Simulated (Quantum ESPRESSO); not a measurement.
## One base run on MgSc2V2O7 (P1, 12 atoms in the cell) and variants with one or two settings moved

```
CELL_PARAMETERS angstrom
      5.51843     0.00000     0.00000
     -0.44887     5.56080     0.00000
     -0.31850    -1.98205     5.21533
ATOMIC_POSITIONS crystal
  Mg 0.60520 0.92321 0.91904
  Sc 0.49824 0.67088 0.31244
  Sc 0.49483 0.30980 0.66968
  V  0.89981 0.27954 0.27481
  V  0.09932 0.73182 0.74199
  O  0.66776 0.35485 0.03970
  O  0.66644 0.04542 0.35540
  O  0.23234 0.43146 0.43660
  O  0.74995 0.57991 0.57521
  O  0.96691 0.98770 0.98478
  O  0.35969 0.94453 0.64460
  O  0.35952 0.64564 0.95051
```
Moments meant for the start (each program seeds them in its own way; μB, in the order of the atoms Mg Sc Sc V V O O O O O O O): 0.0 0.0 0.0 2.0 2.0 0.0 0.0 0.0 0.0 0.0 0.0 0.0.

Base run A: Quantum ESPRESSO with LDA (PZ), GBRV 1.5 ultrasoft (LDA) pseudopotentials, self-consistent single point.

Its settings: ecutwfc = 50 Ry; ecutrho = 400 Ry; occupations = smearing; smearing = gauss; degauss = 0.0036749 Ry; nspin = 2; K_POINTS = automatic 3 3 3 1 1 1; conv_thr = 1e-10 Ry; mixing_beta = 0.2.

The starting cell comes from a database of computed structures (which also holds hypothetical and non-ambient phases and stackings), without a prior relaxation at this level. The magnetic order is the one reached from the typed start; others were not searched systematically. In the base run, with a pressure of about -14 GPa the cell is away from its equilibrium volume at this level. Without a gap this mesh is coarse (it stands for a supercell whose shortest vector is 17 Å).

ΔF is the free energy per atom less that of run A. A dash stands where there is no value to compare (another energy zero or no entropy term, no result, no spin, no clean gap, or a mesh too coarse for one). Total energies depend on the potentials, the functional and any Hubbard or dispersion term, so they are compared only between runs that share all of them.

Runs G sample the zone with one or two k-points, far too few for so small a cell.

Run A gave: pressure (GPa) -13.81; largest force (eV/Å) 0.656; size of the net moment (μB/atom) 0.33; k-points 14; ending converged.

Runs:
- B: parallel starting moments (0 0 0 0.1 0.1 0 0 0 0 0 0 0 μB)
- C: lattice scaled by 1.015; ecutwfc: 50 Ry → 30 Ry; ecutrho: 400 Ry → 240 Ry
- D: ecutwfc: 50 Ry → 20 Ry; ecutrho: 400 Ry → 160 Ry
- E: pseudopotentials: {Mg: mg_lda_v1.4.uspp.F.UPF, Sc: sc_lda_v1.uspp.F.UPF, V: v_lda_v1.4.uspp.F.UPF, O: o_lda_v1.2.uspp.F.UPF} → {Mg: mg_pbe_v1.4.uspp.F.UPF, Sc: sc_pbe_v1.uspp.F.UPF, V: v_pbe_v1.4.uspp.F.UPF, O: o_pbe_v1.2.uspp.F.UPF}; input_dft: default → vdw-df2 [vdW-DF2]
- F: smearing: gauss → fd
- G: K_POINTS: automatic 3 3 3 1 1 1 → gamma

### Question
What does run G change against A?

### Answer
The free energy goes up by 24.9 meV/atom, the pressure goes from -13.81 to -14.04 GPa, the largest force goes from 0.656 to 1.186 eV/Å and the size of the net moment stays at 0.33 μB/atom.

### Question
What does run E change against A?

### Answer
The pressure goes from -13.81 to 1.12 GPa, the largest force goes from 0.656 to 0.484 eV/Å and the size of the net moment stays at 0.33 μB/atom.

```tsv
run	ΔF (meV/atom)	pressure (GPa)	largest force (eV/Å)	size of the net moment (μB/atom)	k-points	ending
A	0.00	-13.81	0.656	0.33	14	converged
B	–	–	–	–	14	not converged
C	164.8	-27.88	0.720	0.33	14	converged
D	3391.5	-180.48	1.706	0.33	14	converged
E	–	1.12	0.484	0.33	14	converged
F	-2.3	-13.79	0.645	0.33	14	converged
G	24.9	-14.04	1.186	0.33	1	converged
```
